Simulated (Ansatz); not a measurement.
Where the default PAW files enter, the runs use the earlier of Ansatz's two default sets.

Given:

```xyz
12
Lattice="5.1540 0.0000 0.0000 0.8739 5.2576 0.0000 0.0000 0.0000 5.2281" Properties=species:S:1:pos:R:3 pbc="T T T"
Zr     2.1148     4.1556     5.0077
Zr     3.9131     1.1020     0.2204
Zr     4.3500     3.7308     2.3937
Zr     1.6779     1.5268     2.8344
O      5.5347     4.4365     0.8694
O      0.4932     0.8211     4.3587
O      0.9301     3.4499     3.4834
O      5.0977     1.8077     1.7447
O      2.3344     0.1125     1.3458
O      3.6935     5.1451     3.8823
O      3.2565     2.5163     3.9599
O      2.7713     2.7413     1.2682
```

Space group of this cell: P2_1/c. The cell is taken as given.

These are r2SCAN (plane waves, PAW; Ansatz, a quantum-chemistry and plane-wave program) values and carry that method's errors.

The current runs along the normal of the first two printed vectors; no spin-orbit coupling. Scaled by the factor s: the length along the current (ions clamped). Meshes 6×6×6 and 6×6 across the current in all rows.

```json
[
 {"s": "0.97", "mean pressure (GPa)": "7.8", "band gap (eV)": "?"},
 {"s": "1.00", "mean pressure (GPa)": "-0.2", "band gap (eV)": "4.14"},
 {"s": "1.03", "mean pressure (GPa)": "-7.1", "band gap (eV)": "4.04"}
]
```

Question: Take the slope of the band gap against ln s from the two given rows, extrapolate to s = 0.97, and say what the run there gives.

Answer: Slope = (4.04 − 4.14) / ln 1.03 = -3.38 eV. The line gives 4.14 + (-3.38) × ln 0.97 = 4.24 eV. The run gives 4.24 eV, as the line does.
